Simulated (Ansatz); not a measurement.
Consider MoSi$_{2}$ (space group I4/mmm, No. 139; a = 3.1740 Å, c = 7.7787 Å; relaxed with 0.1 eV smearing). Axes: x, y, z lie along a, b, c of the conventional cell.

Computed with Ansatz (a quantum-chemistry and plane-wave program), LDA, PAW, cutoff 420 eV, no spin-orbit coupling.

For the base:

- Pressure: 0.0 GPa
- Shortest interatomic distance: 2.564 Å
- Band gap: zero

It is then changed as follows: the cell is stretched by 1.50 % along x with no lateral relaxation; the atoms relax in the strained cell.

**Question.** How does this affect the pressure, shortest interatomic distance, energy relative to the base and band gap?

**Answer.** The pressure (mean of the normal stresses, compression positive) goes from zero to -3.1 GPa; the shortest interatomic distance decreases by 0.003 Å, from 2.564 Å to 2.561 Å; the energy goes up by 3.8 meV/atom; the band gap remains zero.

No phonon test of stability was made. All final runs are without spin polarisation.
